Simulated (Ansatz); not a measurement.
# Converging the plane-wave cutoff: ZrTiTe4 (Pm, 6 atoms in the cell)

```
CELL_PARAMETERS angstrom
      6.77217     0.00000     0.00000
      0.00000     3.91310     0.00000
     -0.01398     0.00000     6.84798
ATOMIC_POSITIONS crystal
  Zr 0.50001 0.50000 0.00730
  Ti 0.00000 0.00000 0.00000
  Te 0.84443 0.50000 0.24704
  Te 0.15557 0.50000 0.75296
  Te 0.32374 0.00000 0.25562
  Te 0.67626 0.00000 0.74438
```

Level of theory: PBEsol, default PAW files made with PBE (plane waves; Ansatz, an electronic-structure program).

Base settings: basis.ecutwfc = 30.9 Ry; kpoints.mp_grid.grid = 2 3 2; hamiltonian.xc = pbesol; hamiltonian.pseudopotentials = {kind: paw} (the program's default PAW files); scf.occupations.method = gaussian; scf.occupations.width = 0.0073 Ry.

The second cell is the first with its lattice scaled by 0.98.

The mesh stays at the base's, so the ladder's end is converged at best in this setting alone.

The first pressure column holds Ansatz's estimate of the finite-basis (Pulay) stress, which hides part of the cutoff error; the other is without it.

Only quantities that move along the ladder and can be compared are tabulated.

The count of work is k-points × plane waves × bands × iterations; it is no time. 

The starting cell comes from a database of computed structures (which also holds hypothetical and non-ambient phases and stackings), without a prior relaxation at this level. Its lattice was rescaled by up to half a per cent. One atom was moved a little off its site on purpose. Spin polarisation is off, so a magnetic state, if there is one, cannot be reached. Without a gap this mesh is coarse (it stands for a supercell whose shortest vector is 12 Å).

```tsv
basis.ecutwfc	free energy less the last step's (meV/atom)	energy of the compressed cell less the first (meV/atom)	pressure (GPa)	pressure without the Pulay estimate (GPa)	largest difference of a force vector from the last step's (eV/Å)	count of work / last
10.7 Ry	46260.71	-868.79	-4.19	-844.37	1.016	0.097
12.5 Ry	18949.91	142.94	-5.98	-427.04	0.853	0.093
14 Ry	8773.76	149.59	-5.18	-230.51	0.569	0.11
15.4 Ry	4216.26	-88.24	-3.79	-127.32	0.136	0.12
16.9 Ry	1810.40	-9.68	-1.59	-64.18	0.159	0.12
18.4 Ry	746.63	-19.30	-1.96	-31.75	0.128	0.12
21.7 Ry	83.28	-6.70	-2.35	-6.89	0.008	0.16
24.6 Ry	9.41	-6.32	-2.36	-2.95	0.002	0.19
27.9 Ry	1.82	-6.54	-2.35	-2.39	0.001	0.23
30.9 Ry	1.02	-6.57	-2.35	-2.37	0.001	0.27
33.8 Ry	0.53	-6.59	-2.35	-2.37	0.001	0.31
37.1 Ry	0.31	-6.61	-2.35	-2.36	0.000	0.35
41.5 Ry	0.23	-6.62	-2.35	-2.36	0.000	0.42
46.3 Ry	0.13	-6.63	-2.35	-2.36	0.000	0.49
54 Ry	0.07	-6.63	-2.35	-2.36	0.000	0.62
61.7 Ry	0.03	-6.63	-2.36	-2.36	0.000	0.76
74.2 Ry	0.00	-6.63	-2.36	-2.36	0.000	1.0
```

Coarsest basis.ecutwfc that holds the free energy within 5 meV/atom of the last step, with all finer ones: 27.9 Ry, at 0.23 of the last step's count of work; the step before is off by 9.4 meV/atom.

Coarsest basis.ecutwfc that holds the energy of the compressed cell less the first within 0.5 meV/atom of the last step, with all finer ones: 21.7 Ry, at 0.16 of the last step's count of work; the step before is off by 13 meV/atom.

Coarsest basis.ecutwfc that holds the forces within 0.005 eV/Å of the last step, with all finer ones: 24.6 Ry, at 0.19 of the last step's count of work; the step before is off by 0.008 eV/Å.

The energy difference between the two cells stays within 1 meV/atom of the last step's from 21.7 Ry on, the total only from 33.8 Ry on: much of the error is common to both cells and cancels.

At the lowest cutoff the pressure without the Pulay estimate lies 842 GPa under the last step's, the usual sign of Pulay stress in an incomplete plane-wave basis.

Keys are those of Ansatz 0.2.
